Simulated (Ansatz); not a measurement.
The starting structures come from a database of crystals and need not be the phases stable at ambient conditions.

Inside the gap of an insulator the Bloch states are evanescent, with a wavenumber k + iκ along the transport direction.

Here is the system:

```yaml
crystal:
  lattice:
    - [5.01366, 0.00000, 0.00000]
    - [0.00000, 10.04337, 0.00000]
    - [0.00000, 0.00000, 8.33782]
  atoms:
    - { symbol: Ba, position: [0.75000, 0.11659, 0.24777] }
    - { symbol: Ba, position: [0.25000, 0.88341, 0.75223] }
    - { symbol: Ba, position: [0.25000, 0.61659, 0.25223] }
    - { symbol: Ba, position: [0.75000, 0.38341, 0.74777] }
    - { symbol: Br, position: [0.75000, 0.83085, 0.02627] }
    - { symbol: Br, position: [0.25000, 0.16915, 0.97373] }
    - { symbol: Br, position: [0.25000, 0.33085, 0.47373] }
    - { symbol: Br, position: [0.75000, 0.66915, 0.52627] }
    - { symbol: Br, position: [0.25000, 0.92869, 0.35665] }
    - { symbol: Br, position: [0.75000, 0.07131, 0.64335] }
    - { symbol: Br, position: [0.75000, 0.42869, 0.14335] }
    - { symbol: Br, position: [0.25000, 0.57131, 0.85665] }
```

Space group of this cell: Pnma. The cell is taken as given.

Transport runs along the normal of the first two printed cell vectors.

No gap correction and no spin-orbit coupling; mid-gap values are interpolated between computed energies.

Problem. Compute, with r2SCAN (Ansatz, an electronic-structure program), the band gap and the smallest decay constant κ at mid-gap.

Solution. Gap 4.81 eV on a 6×4×4 mesh; κ = 0.348 1/Å, at the zone centre.
